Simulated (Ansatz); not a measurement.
# Habitual settings against a tight run: BaSrI4 (R-3m, 6 atoms in the cell)

Self-consistent single point.

```
CELL_PARAMETERS angstrom
      2.87602     1.66047     9.17561
     -2.87602     1.66047     9.17561
      0.00000    -3.32094     9.17561
ATOMIC_POSITIONS crystal
  Ba 0.00000 0.00000 0.00000
  Sr 0.50000 0.50000 0.50000
  I  0.62280 0.62280 0.62280
  I  0.37720 0.37720 0.37720
  I  0.87091 0.87091 0.87091
  I  0.12909 0.12909 0.12909
```

Level of theory: LDA (PW92), harder PAW files (source: ansatz) made with PBE (plane waves; Ansatz, a quantum-chemistry and plane-wave program).

Base settings: basis.ecutwfc = 520 eV; kpoints.mp_grid.grid = 5 5 5; hamiltonian.xc = lda; hamiltonian.pseudopotentials = {kind: paw, source: ansatz}; scf.occupations.method = gaussian; scf.occupations.width = 0.01 eV.

Tight run (finer mesh or higher cutoff; not a proven limit): basis.ecutwfc: 520 eV → 730 eV; kpoints.mp_grid.grid: 5 5 5 → 7 7 7; scf.convergence.dr2_threshold: default (1e-07 eV) → 1e-09 eV. It gave top of the valence band (on the code's own zero) 4.76 eV; gap on the k-point mesh 3.16 eV; pressure -1.41 GPa; largest force (vector length) 0.042 eV/Å.

Quick runs, as changes from the base:
- A: the base itself
- B: basis.ecutwfc: 520 eV → 365 eV; kpoints.mp_grid.grid: 5 5 5 → 4 4 4; hamiltonian.xc: lda → pbesol; kpoints.mp_grid.shift: default → 0.5 0.5 0.5 [PBEsol]
- C: basis.ecutwfc: 520 eV → 415 eV; kpoints.mp_grid.grid: 5 5 5 → 2 2 2
- D: basis.ecutwfc: 520 eV → 260 eV; kpoints.mp_grid.grid: 5 5 5 → 4 4 4
- E: basis.ecutwfc: 520 eV → 310 eV; kpoints.mp_grid.grid: 5 5 5 → 3 3 3

Dashes: energy of B, another energy zero.

Gaps are read on each run's own mesh, which may miss the band edges.

† marks runs with another functional, U, potentials or spin treatment: their distance from the tight run is not a convergence error alone.

The count of work is k-points × plane waves × bands × iterations; it is no time. 

Pressures in the table are Ansatz's without its Pulay estimate, at a fixed set of plane waves; the tight run's value above holds the estimate.

The starting cell comes from a database of computed structures (which also holds hypothetical and non-ambient phases and stackings), without a prior relaxation at this level. Its lattice was rescaled by a random factor within 2.5 % of one. Spin-orbit coupling is off.

```
run  energy less tight (meV/atom)  pressure less tight (GPa)  largest miss in a force vector (eV/Å)  gap on the mesh less tight (eV)  count of work / tight
---  ----------------------------  -------------------------  -------------------------------------  -------------------------------  ---------------------
A                             0.9                      -0.01                                  0.000                            0.084                   0.23
B†                              –                      -4.11                                  0.010                            0.128                  0.072
C                            27.8                      -0.93                                  0.011                           -0.089                  0.035
D                          4935.9                     -96.42                                  0.035                           -0.045                  0.050
E                          1021.4                     -25.06                                  0.002                            0.359                  0.034
```

Among the runs at the tight run's level, the energy misses run from 0.9 to 4935.9 meV/atom.

Left out of this page: 1 run of the series outside the window shown, repeating another row's setting, or not comparable.

Keys are those of Ansatz 0.2.
